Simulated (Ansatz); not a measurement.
# CuCl: carrier doping

Base system: CuCl in the zinc blende structure (space group F-43m, No. 216).

```xyz
2
Lattice="0.0000 2.7120 2.7120 2.7120 0.0000 2.7120 2.7120 2.7120 0.0000" Properties=species:S:1:pos:R:3 pbc="T T T"
Cu     0.0000     0.0000     0.0000
Cl     4.0681     4.0681     4.0681
```

Carriers are added at fixed cell with a uniform background; the Fermi–Dirac width is that of 300 K.

Level of theory: PBE in Ansatz (plane waves to 420 eV, PAW, no spin-orbit coupling).

Candidates:
(a) holes 5.0×10^20 cm⁻³
(b) holes 5.0×10^21 cm⁻³
(c) electrons 5.0×10^21 cm⁻³
(d) holes 2.0×10^21 cm⁻³
(e) holes 7.0×10^21 cm⁻³

Base values:

* **Gap between the host's bands**: 0.53 eV

Order them by gap between the host's bands, highest first.

(e) holes 7.0×10^21 cm⁻³ (1.15 eV), (b) holes 5.0×10^21 cm⁻³ (0.97 eV), (d) holes 2.0×10^21 cm⁻³ (0.71 eV), (a) holes 5.0×10^20 cm⁻³ (0.57 eV), (c) electrons 5.0×10^21 cm⁻³ (0.40 eV)

Charged cell with a jellium background: band edges are those of the host's band count, energies are not comparable with the neutral cell, and many-body gap narrowing is missing. No phonon test of stability was made. No Hubbard U is applied. All final runs are without spin polarisation.

Ansatz is a first-principles code.
